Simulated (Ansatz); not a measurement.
# BAs, response to strain

The parent structure is BAs in the zinc blende structure (space group F-43m, No. 216; a = 4.783 Å). Axes: x, y, z lie along the cube axes.

Strains are applied to the cell and any free atomic positions relax.

Computed with r2SCAN, PAW, 500 eV (Ansatz, a first-principles code; scalar-relativistic without spin-orbit coupling), earlier PAW set.

Candidates:
(a) isotropic strain −0.71 %
(b) tensor shear ε_xy = −0.66 %
(c) uniaxial strain ε_xx = +1.28 %

Notes on the quantities. energy relative to the base: free energy F.

### Question
Order them by energy relative to the base, lowest first.

### Answer
(b) tensor shear ε_xy = −0.66 % (+1.2 meV/atom), (c) uniaxial strain ε_xx = +1.28 % (+2.0 meV/atom), (a) isotropic strain −0.71 % (+2.8 meV/atom)

Stability against distortions was not tested.
